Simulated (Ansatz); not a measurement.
The reference is GaN in the zinc blende structure (space group F-43m, No. 216; a = 4.455 Å). Axes: x, y, z lie along the cube axes.

Method: LDA, PAW, 420 eV (Ansatz, a program for electronic structure; spin-orbit coupling left out).

Strains are applied to the cell and any free atomic positions relax.

One change was made to it. Results:

The energy grows by 2.9 meV/atom; the band gap decreases by 0.09 eV (1.96 eV → 1.87 eV).

Task: What was done to the base?
(A) tensor shear ε_xy = +1.71 %
(B) tensor shear ε_xy = +1.14 %
(C) tensor shear ε_xy = +0.57 %
(D) tensor shear ε_xy = +1.43 %

Result: B, tensor shear ε_xy = +1.14 %. For comparison, the energy relative to the base in the other runs: tensor shear ε_xy = +0.57 % gives +0.7 meV/atom; tensor shear ε_xy = +1.43 % gives +4.5 meV/atom; tensor shear ε_xy = +1.71 % gives +6.5 meV/atom.

Stability against distortions was not tested. This is not the structure that GaN has at room temperature and ambient pressure.
